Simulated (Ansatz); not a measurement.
An Ansatz (an electronic-structure program) input (Kohn–Sham DFT with the LDA functional, run in Ansatz with PAW and 420 eV plane waves, no spin-orbit coupling):

Ansatz 0.2 input:
```yaml
crystal:
  lattice:
    - [2.766164054, 0, 0.039556146]
    - [0, 2.766164054, 0]
    - [0.0572299555, 0, 4.0020947919]
  atoms:
    - { symbol: Ti, position: [0, 0, 0] }
    - { symbol: Al, position: [0.5, 0.5, 0.5] }
basis: { ecutwfc: 420, ecutrho_ratio: 4, xc_grid: 2, fft_grid_basis: typed }
kpoints: { mp_grid: { grid: [21, 21, 15] } }
hamiltonian:
  xc: lda
  dispersion: none
  pseudopotentials: { kind: paw }
scf: { occupations: { method: fermi_dirac, width: 0.1 }, convergence: { dr2_threshold: 0.0000000002 } }
relax: { f_tol: 0.005, max_steps: 50 }
output: { forces: true, stress: true }
checkpoint: { write: state.ck, write_every: 1000 }
```

Which symmetry and how many k-points will the program report, and about how many plane waves at Γ?

Space group P2/m (ITA 10) with 4 operations, k-points 1738 of 6615, and 609 plane waves at Γ.

The cells carry an imposed strain or load. Whether these cells are dynamically stable was not tested. The final runs are not spin-polarised. The cell was made from TiAl (space group P4/mmm, No. 123) by this change: tensor shear ε_xz = +1.43 %.
